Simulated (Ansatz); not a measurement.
Ti5Te4 (I4/m, No. 87) was calculated with PBEsol (Ansatz, an electronic-structure program, plane waves, PAW).

Settings: plane-wave cutoff 520 eV, 16×16×16 k mesh, Fermi–Dirac smearing 0.05 eV, no spin polarisation, scalar-relativistic PAW data made under PBE.

A third-order Birch–Murnaghan fit to the energies gives V0 = 20.657 Å³/atom, B0 = 77.7 GPa, B′ = 5.1.

| V (Å³/atom) | P (GPa) |
|---|---|
| 19.831 | ? |
| 20.244 | ? |
| 20.658 | 0.00 |
| 21.071 | -1.46 |
| 21.484 | ? |

Q: Estimate the withheld pressures from this fit; the answers are the runs' own values.

A: 
- 19.831, P (GPa): 3.51
- 20.244, P (GPa): 1.65
- 21.484, P (GPa): -2.75

The formula P = (3/2) B0 (x^(7/3) − x^(5/3)) [1 + (3/4)(B′ − 4)(x^(2/3) − 1)] with x = V0/V meets the computed pressures within 0.01 GPa when these rounded values are put in.

Shape and atoms are relaxed at each volume.

Note: the bulk modulus comes from volumes at which shape and atoms were relaxed.

Spin–orbit coupling is not included; it can open a gap where bands touch, and shift volumes and moduli.

The computed numbers hold no vibrational or temperature effects.
